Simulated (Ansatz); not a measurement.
Ru (model structure, I4/mmm, No. 139, 1 atoms in the cell), treated with r²SCAN in Ansatz (PAW).

Settings: plane-wave cutoff 560 eV, 26×26×26 k mesh, Fermi–Dirac smearing 0.05 eV, no spin polarisation, scalar-relativistic PAW data made under PBE.

Cell (relaxed at this level):

```cif
data_Ru
_chemical_formula_sum 'Ru1'
_space_group_name_H-M_alt 'P 1'
_space_group_IT_number 1
_cell_length_a 2.64258
_cell_length_b 2.64258
_cell_length_c 2.64258
_cell_angle_alpha 105.409
_cell_angle_beta 105.409
_cell_angle_gamma 117.943
loop_
_space_group_symop_operation_xyz
  'x, y, z'
loop_
_atom_site_label
_atom_site_type_symbol
_atom_site_fract_x
_atom_site_fract_y
_atom_site_fract_z
_atom_site_occupancy
Ru1 Ru 0.00000 0.00000 0.00000 1
```

**Question.** What does this level give for the bulk modulus B0?

**Answer.** 
* **bulk modulus B0**: 303 GPa

Note: the run has no spin polarisation, so it can have missed a magnetic state; the bulk modulus is −V dP/dV from two relaxed cells at ±2 % in volume; the relaxation could raise the start's symmetry but not lower it, so the cell can be a saddle point.

The computed numbers hold no vibrational or temperature effects.

The result took very roughly 120 core-seconds.

A model structure was made by putting elements into a prototype or built by hand; it is no filed structure, need not be a known phase, and can be a saddle point held by its symmetry.

Ansatz is an electronic-structure program.
